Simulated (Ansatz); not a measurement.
The parent structure is Pt in the fcc (Cu type) structure (space group Fm-3m, No. 225; a = 3.940 Å).

The values are results of r2SCAN, PAW, 500 eV (Ansatz, an electronic-structure program; spin-orbit coupling left out), not measurements.

One change was made to it. Results:

The shortest interatomic distance falls by 0.1567 Å (2.786 Å → 2.630 Å); the density rises by 4.02 g/cm³ to 25.20 g/cm³.

Problem. Name the change that was made.
A) pressure 75 GPa
B) pressure −1 GPa
C) pressure 30 GPa

Solution. A, pressure 75 GPa. For comparison, the shortest interatomic distance in the other runs: pressure 30 GPa gives 2.706 Å; pressure −1 GPa gives 2.790 Å.

Load acts through the strain it causes; cell and atoms are relaxed under it. Stability against distortions was not tested. Competing high-pressure phases were not computed. All final runs are without spin polarisation.
